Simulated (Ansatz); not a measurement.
**HfO2 (model structure, started from the polar ZrO2 type, Pca2₁, No. 29, 12 atoms in the cell)**

These are r²SCAN (PAW; Ansatz, a quantum-chemistry and plane-wave program) values and carry that method's errors.

Run with plane-wave cutoff 560 eV, 6×8×8 k mesh (along the axes of the cell as run), Fermi–Dirac smearing 0.01 eV, scalar-relativistic PAW data made under PBE.

Cell (relaxed at this level):

Space group Pca2₁ (No. 29); a = 5.2471 Å, b = 5.0305 Å, c = 5.0596 Å, α = 90.00°, β = 90.00°, γ = 90.00°

```tsv
atom	site	symmetry	x	y	z
Hf	4a	1	0.0325	0.2670	0.2486
O	4a	1	0.3670	0.0700	0.1089
O	4a	1	0.2679	0.5389	0.4985
```

```json
{
 "band_gap": "4.96 eV (on the SCF k mesh)",
 "Γ–Γ gap": "5.46 eV"
}
```

Note: the relaxation could raise the start's symmetry but not lower it, so the cell can be a saddle point.

Spin–orbit coupling is not included.

A model structure was made by putting elements into a prototype or built by hand; it is no filed structure, need not be a known phase, and can be a saddle point held by its symmetry.
